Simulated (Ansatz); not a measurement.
The starting structures come from a database of crystals and need not be the phases stable at ambient conditions.

 Where the default PAW files enter, the runs use the earlier of Ansatz's two default sets.

The decay constant κ of evanescent states in the gap governs leakage through a thin film.

```xyz
2
Lattice="3.9360 0.0000 0.0000 0.0000 5.5663 0.0000 0.0000 2.7832 2.7832" Properties=species:S:1:pos:R:3 pbc="T T T"
Rb     0.0000     0.0000     0.0000
Cl     1.9680     2.7832     0.0000
```

Space group of this cell: Pm-3m, CsCl type. The cell is taken as given; by PBEsol its mean pressure is -0.7 GPa.

Transport runs along the normal of the first two printed cell vectors, the (110) plane of the conventional cell.

The gap is the functional's own, uncorrected, and κ follows it; spin-orbit coupling is left out. Mid-gap values are interpolated between the computed energies.

Estimate the band gap and the smallest decay constant κ at mid-gap that PBEsol run with Ansatz (an electronic-structure program) returns for this system.

Gap 4.77 eV on a 12×12×12 mesh; κ = 0.357 1/Å, at the zone centre.
